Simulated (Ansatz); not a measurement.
**Response to strain in InPd3**

Start from InPd3 in the Cu3Au type structure (space group Pm-3m, No. 221; a cell from a computed database, its experimental status unchecked).

```xyz
4
Lattice="3.9699 0.0000 0.0000 0.0000 3.9699 0.0000 0.0000 0.0000 3.9699" Properties=species:S:1:pos:R:3 pbc="T T T"
In     0.0000     0.0000     0.0000
Pd     1.9849     1.9849     0.0000
Pd     1.9849     0.0000     1.9849
Pd     0.0000     1.9849     1.9849
```

Cartesian axes are those of the cell as printed.

Strains are applied to the cell and any free atomic positions relax; under biaxial strain the out-of-plane vector relaxes too.

Method: Ansatz (a program for electronic structure), PBEsol, PAW, cutoff 420 eV, no SOC.

Candidates:
(a) isotropic strain −4.91 %
(b) strain tensor (xx, yy, zz, yz, xz, xy) = (−0.42, +1.97, −1.71, −0.01, −0.99, +0.56) %
(c) tensor shear ε_xy = −0.62 %
(d) isotropic strain +1.40 %
(e) biaxial strain +4.06 %, plane normal [110], relaxed out of plane

Notes on the quantities. energy relative to the base: free energy F.

Problem. Order them by energy relative to the base, highest first.

Solution. (a) isotropic strain −4.91 % (+0.227 eV/atom), (e) biaxial strain +4.06 %, plane normal [110], relaxed out of plane (+38 meV/atom), (d) isotropic strain +1.40 % (+14 meV/atom), (b) strain tensor (xx, yy, zz, yz, xz, xy) = (−0.42, +1.97, −1.71, −0.01, −0.99, +0.56) % (+3.7 meV/atom), (c) tensor shear ε_xy = −0.62 % (+0.6 meV/atom)

Without a gap, meshes like the base's 12×12×12 leave anisotropic stresses uncertain by several tenths of a GPa, and small strain energies with them. Whether these cells are dynamically stable was not tested. The base started in P4/mmm and relaxed to Pm-3m at this level. The final runs are not spin-polarised.
